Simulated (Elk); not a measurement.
A self-consistent single point of BAs (F-43m, 2 atoms in the cell) with Elk.

Level of theory: Elk with PBE, all-electron FP-LAPW, Elk's shipped species files, LAPW+lo basis.

```yaml
crystal:
  lattice:
    - [0.00000, 2.40963, 2.40963]
    - [2.40963, 0.00000, 2.40963]
    - [2.40963, 2.40963, 0.00000]
  atoms:
    - { symbol: B, position: [0.25000, 0.25000, 0.25000] }
    - { symbol: As, position: [0.00000, 0.00000, 0.00000] }
```

Reference input (self-consistent single point, DFT, PBE, all-electron FP-LAPW, Elk's shipped species files, LAPW+lo basis): xctype = 20; rgkmax = 8; stype = 3; swidth = 0.000367493 Ha; ngridk = 10 10 10; gmaxvr = 16 1/bohr; nxoapwlo = 1; rmtscf = 0.88. This run's input differs from it in these lines:

```diff
@@ -7,3 +7,3 @@
 rgkmax
-  8.0
+  5.0
```

Log, with long lists cut:

```
│ Self-consistent loop started │
│ Loop number : 1 │
 total energy                :     -2287.60105561
│ Loop number : 2 │
 total energy                :     -2287.63295120
RMS change in Kohn-Sham potential (target) :    5.019546898     (  0.1000000000E-05)
Absolute change in total energy (target)   :   0.3189558539E-01 (  0.1000000000E-03)
│ Loop number : 3 │
 total energy                :     -2287.05332403
RMS change in Kohn-Sham potential (target) :    4.111167606     (  0.1000000000E-05)
Absolute change in total energy (target)   :   0.5716532717     (  0.1000000000E-03)
│ Loop number : 4 │
   [... lines left out ...]
Absolute change in total energy (target)   :   0.2744517633E-04 (  0.1000000000E-03)
│ Loop number : 13 │
 total energy                :     -2285.96783586
RMS change in Kohn-Sham potential (target) :   0.3065208240E-05 (  0.1000000000E-05)
Absolute change in total energy (target)   :   0.1299046426E-04 (  0.1000000000E-03)
│ Loop number : 14 │
 total energy                :     -2285.96784439
RMS change in Kohn-Sham potential (target) :   0.3631828569E-06 (  0.1000000000E-05)
Absolute change in total energy (target)   :   0.1178175444E-04 (  0.1000000000E-03)
Convergence targets achieved

│ Loop number : 15 │

Energies :
 Fermi                       :     0.291468361555
 total energy                :     -2285.96784453

Density of states at Fermi energy :   0.2718655813E-06
 (states/Hartree/unit cell)

Estimated indirect band gap :   0.4277985990E-01
 from k-point      1 to k-point     35
Estimated direct band gap   :   0.1194290194
 at k-point      1

Charges :
 core                        :    20.00000000
 valence                     :    18.00000000
 interstitial                :    3.851104021
 muffin-tins (core leakage)
  species :    1 (B)
   atom    1                 :    3.378625735     (  0.2964708969E-03)
  species :    2 (As)
   atom    1                 :    30.77027024     (  0.8316737824E-03)
 total in muffin-tins        :    34.14889598
 total calculated charge     :    37.99097834
 total charge                :    38.00000000
 error                       :   0.9021661305E-02

│ Self-consistent loop stopped │
```

The run converged in 15 iterations. The count includes the last loop, which Elk runs after its targets are met. Against the reference run the free energy rises by 933 meV/atom and the gap on the mesh goes from 1.215 to 1.164 eV.

The starting cell comes from a database of computed structures (which also holds hypothetical and non-ambient phases and stackings), without a prior relaxation at this level. Values depend on the basis (sphere radii, cutoffs, local orbitals), which need not be converged.
